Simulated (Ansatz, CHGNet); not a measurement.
# AlB2-type ZrB₂: properties by level of theory

Reference values: lattice constant a 3.17 Å (measured, room temperature, no zero-point or thermal correction; as tabulated in Zhang et al. (2020), arXiv:1911.03307); lattice parameter c 3.532 Å (measured, room temperature, no zero-point or thermal correction; as tabulated in Zhang et al. (2020), arXiv:1911.03307).

```json
[
 {"level (code)": "CHGNet 0.3.0", "equilibrium lattice constant a (Å)": "3.179", "c axis length (Å)": "3.538"},
 {"level (code)": "CHGNet-r²SCAN", "equilibrium lattice constant a (Å)": "3.167", "c axis length (Å)": "3.553"},
 {"level (code)": "LDA (Ansatz)", "equilibrium lattice constant a (Å)": "3.133", "c axis length (Å)": "3.488"},
 {"level (code)": "HSE06-D3(BJ) (Ansatz)", "equilibrium lattice constant a (Å)": "3.126", "c axis length (Å)": "3.485"},
 {"level (code)": "PBE0 (Ansatz)", "equilibrium lattice constant a (Å)": "3.158", "c axis length (Å)": "3.525"}
]
```

Differences from the reference values (errors of the level alone only where the reference is corrected to a static lattice):

```json
[
 {"level": "CHGNet 0.3.0", "lattice constant a (%)": "+0.28", "lattice parameter c (%)": "+0.17"},
 {"level": "CHGNet-r²SCAN", "lattice constant a (%)": "-0.09", "lattice parameter c (%)": "+0.59"},
 {"level": "LDA", "lattice constant a (%)": "-1.17", "lattice parameter c (%)": "-1.25"},
 {"level": "HSE06-D3(BJ)", "lattice constant a (%)": "-1.39", "lattice parameter c (%)": "-1.33"},
 {"level": "PBE0", "lattice constant a (%)": "-0.38", "lattice parameter c (%)": "-0.20"}
]
```

Nearest: lattice constant a, not ranked (reference at room or unstated temperature); lattice parameter c, not ranked (reference at room or unstated temperature).

Machine-learned potentials (CHGNet 0.3.0, CHGNet-r²SCAN) are trained on DFT data: a solid inside that data is no test of them.

Ansatz's density-functional and Hartree–Fock values are scalar-relativistic unless marked +SOC, with PAW data made under PBE.

Differences are worked out from the printed values.

Computed values are for the static lattice.

Ansatz is an electronic-structure program.
